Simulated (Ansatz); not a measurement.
Electronic density of states of amorphous Hf18O36H, density 8.97 g/cm³, on a 2×2×2 Γ-centred mesh with a Gaussian width of 0.1 eV; energies count from the Fermi level, whose place inside the gap is arbitrary. Cell and mesh are small, so fine structure isn't converged. These are PBE, scalar-relativistic without spin-orbit coupling (plane waves to 420 eV, PAW; Ansatz, a quantum-chemistry and plane-wave program) values and carry that method's errors. Sampling: a 2×2×2 Γ-centred mesh; Fermi-Dirac width 0.02 eV; collinear spin, started from a total moment of 1 μB (at the end a net moment of 1.0 μB). The usual formal charges leave 1 electrons over, so the level spacing at the Fermi energy parts defect or band states and needn't be the band gap. In the spin-polarised cell the level spacing at the Fermi energy can part levels of unlike spin.

Preparation: random packing, a CHGNet melt and quench, and a DFT relaxation. O atoms were pushed apart under 1.9 Å during the dynamics, to hinder bonds among them. The hot cell started wider than the set density and was brought back towards it in steps. It is the lowest in DFT energy of 2 quenches. It is a model cell: composition and starting density were chosen by hand, and all elements were melted together. No dispersion term was used. Its density started from a set value of 8.94 and ended at 8.97 g/cm³. The quench (nominally 630 K/ps over its main leg) was far faster than any real one, so the model tends to hold more defects than a real film. A cell of this size samples the disorder only roughly. Volume and shape were free in the relaxation.

(E - EF (eV), states/(eV atom)): (-12.00, 0.00); (-11.90, 0.00); (-11.80, 0.00); (-11.70, 0.00); (-11.60, 0.00); (-11.50, 0.00); (-11.40, 0.00); (-11.30, 0.00); (-11.20, 0.00); (-11.10, 0.00); (-11.00, 0.00); (-10.90, 0.00); (-10.80, 0.00); (-10.70, 0.00); (-10.60, 0.00); (-10.50, 0.00); (-10.40, 0.00); (-10.30, 0.00); (-10.20, 0.00); (-10.10, 0.00); (-10.00, 0.00); (-9.90, 0.00); (-9.80, 0.00); (-9.70, 0.00); (-9.60, 0.00); (-9.50, 0.00); (-9.40, 0.00); (-9.30, 0.00); (-9.20, 0.01); (-9.10, 0.12); (-9.00, 0.18); (-8.90, 0.05); (-8.80, 0.00); (-8.70, 0.00); (-8.60, 0.01); (-8.50, 0.08); (-8.40, 0.28); (-8.30, 0.48); (-8.20, 0.56); (-8.10, 0.55); (-8.00, 0.55); (-7.90, 0.57); (-7.80, 0.62); (-7.70, 0.70); (-7.60, 0.75); (-7.50, 0.75); (-7.40, 0.81); (-7.30, 0.86); (-7.20, 0.87); (-7.10, 0.85); (-7.00, 0.85); (-6.90, 0.91); (-6.80, 0.87); (-6.70, 0.84); (-6.60, 0.78); (-6.50, 0.77); (-6.40, 0.83); (-6.30, 0.78); (-6.20, 0.72); (-6.10, 0.74); (-6.00, 0.76); (-5.90, 0.81); (-5.80, 0.87); (-5.70, 0.82); (-5.60, 0.83); (-5.50, 0.86); (-5.40, 0.82); (-5.30, 0.85); (-5.20, 0.88); (-5.10, 0.89); (-5.00, 0.95); (-4.90, 0.99); (-4.80, 0.96); (-4.70, 0.93); (-4.60, 1.00); (-4.50, 1.02); (-4.40, 0.93); (-4.30, 0.94); (-4.20, 0.93); (-4.10, 0.91); (-4.00, 0.91); (-3.90, 0.91); (-3.80, 0.67); (-3.70, 0.40); (-3.60, 0.26); (-3.50, 0.20); (-3.40, 0.18); (-3.30, 0.05); (-3.20, 0.00); (-3.10, 0.00); (-3.00, 0.00); (-2.90, 0.00); (-2.80, 0.00); (-2.70, 0.00); (-2.60, 0.00); (-2.50, 0.00); (-2.40, 0.00); (-2.30, 0.00); (-2.20, 0.00); (-2.10, 0.00); (-2.00, 0.00); (-1.90, 0.00); (-1.80, 0.00); (-1.70, 0.00); (-1.60, 0.00); (-1.50, 0.00); (-1.40, 0.00); (-1.30, 0.00); (-1.20, 0.00); (-1.10, 0.00); (-1.00, 0.00); (-0.90, 0.00); (-0.80, 0.00); (-0.70, 0.00); (-0.60, 0.02); (-0.50, 0.08); (-0.40, 0.07); (-0.30, 0.01); (-0.20, 0.00); (-0.10, 0.00); (0.00, 0.00); (0.10, 0.00); (0.20, 0.00); (0.30, 0.01); (0.40, 0.05); (0.50, 0.14); (0.60, 0.21); (0.70, 0.23); (0.80, 0.33); (0.90, 0.35); (1.00, 0.36); (1.10, 0.46); (1.20, 0.47); (1.30, 0.43); (1.40, 0.52); (1.50, 0.61); (1.60, 0.67); (1.70, 0.69); (1.80, 0.75); (1.90, 0.85); (2.00, 0.77); (2.10, 0.67); (2.20, 0.66); (2.30, 0.68); (2.40, 0.69); (2.50, 0.71); (2.60, 0.71); (2.70, 0.66); (2.80, 0.71); (2.90, 0.78); (3.00, 0.76); (3.10, 0.69); (3.20, 0.70); (3.30, 0.67); (3.40, 0.66); (3.50, 0.65)

The level spacing at the Fermi energy on this mesh is 0.85 eV; the broadening fills part of it in the curve.
